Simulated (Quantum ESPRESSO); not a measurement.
Quantum ESPRESSO run on GaAs (F-43m, 2 atoms in the cell): self-consistent single point.

Method: LDA (PZ), GBRV 1.5 ultrasoft (LDA) pseudopotentials (plane waves; Quantum ESPRESSO).

```
CELL_PARAMETERS angstrom
      0.00000     2.93460     2.93460
      2.93460     0.00000     2.93460
      2.93460     2.93460     0.00000
ATOMIC_POSITIONS crystal
  Ga 0.00000 0.00000 0.00000
  As 0.25000 0.25000 0.25000
```

Reference input (self-consistent single point, DFT, PBE, plane waves, SSSP 1.1.2 efficiency (PBE) pseudopotentials): ecutwfc = 70 Ry; ecutrho = 560 Ry; occupations = smearing; smearing = gaussian; degauss = 0.0147 Ry; potentials = {Ga: Ga.pbe-dn-kjpaw_psl.1.0.0.UPF, As: As.pbe-n-rrkjus_psl.0.2.UPF}; K_POINTS = automatic 7 7 7 0 0 0; conv_thr = 1e-10 Ry; mixing_beta = 0.3. This run's input differs from it in these lines:

```diff
@@ -11,4 +11,4 @@
    ntyp = 2
-   ecutwfc = 70
-   ecutrho = 560
+   ecutwfc = 50
+   ecutrho = 250
    occupations = 'smearing'
@@ -22,4 +22,4 @@
 ATOMIC_SPECIES
-Ga    69.7230  Ga.pbe-dn-kjpaw_psl.1.0.0.UPF
-As    74.9216  As.pbe-n-rrkjus_psl.0.2.UPF
+Ga    69.7230  ga_lda_v1.4.uspp.F.UPF
+As    74.9216  as_lda_v1.uspp.F.UPF
 CELL_PARAMETERS {angstrom}
```

The program printed (abridged):

```
     Self-consistent Calculation

     iteration #  1     ecut=    50.00 Ry     beta= 0.30

     total energy              =    -452.96261965 Ry
     estimated scf accuracy    <       6.69212711 Ry

     iteration #  2     ecut=    50.00 Ry     beta= 0.30

     total energy              =    -454.81710271 Ry
     estimated scf accuracy    <       0.08977226 Ry

     iteration #  3     ecut=    50.00 Ry     beta= 0.30

     total energy              =    -454.80847971 Ry
     estimated scf accuracy    <       0.02245795 Ry

   [... 8 blocks of this kind left out ...]

     iteration # 12     ecut=    50.00 Ry     beta= 0.30

     total energy              =    -454.81470261 Ry
     estimated scf accuracy    <          3.8E-10 Ry

     iteration # 13     ecut=    50.00 Ry     beta= 0.30
     End of self-consistent calculation

     the Fermi energy is     5.7189 ev

!    total energy              =    -454.81470261 Ry
     estimated scf accuracy    <          3.3E-11 Ry
     smearing contrib. (-TS)   =      -0.00008955 Ry
     internal energy E=F+TS    =    -454.81461306 Ry

     convergence has been achieved in  13 iterations

     Forces acting on atoms (cartesian axes, Ry/au):

     atom    1 type  1   force =     0.00000000    0.00000000    0.00000000
     atom    2 type  2   force =     0.00000000    0.00000000    0.00000000

     Total force =     0.000000     Total SCF correction =     0.000000

          total   stress  (Ry/bohr**3)                   (kbar)     P=      -73.32
  -0.00049843  -0.00000000   0.00000000          -73.32       -0.00        0.00
  -0.00000000  -0.00049843   0.00000000           -0.00      -73.32        0.00
   0.00000000   0.00000000  -0.00049843            0.00        0.00      -73.32

   JOB DONE.
```

The run converged in 13 iterations. Against the reference run the pressure goes from -3.27 to -7.33 GPa.

The starting cell comes from a database of computed structures (which also holds hypothetical and non-ambient phases and stackings), without a prior relaxation at this level. Its lattice was rescaled by a random factor within 2.5 % of one. With a pressure of about -7 GPa the cell is away from its equilibrium volume at this level. The run gives no clean gap (levels at the Fermi energy touch, overlap or are partly filled at this smearing), which alone does not show that the compound is a metal.

Cost on one core of a shared machine: roughly 30 s.
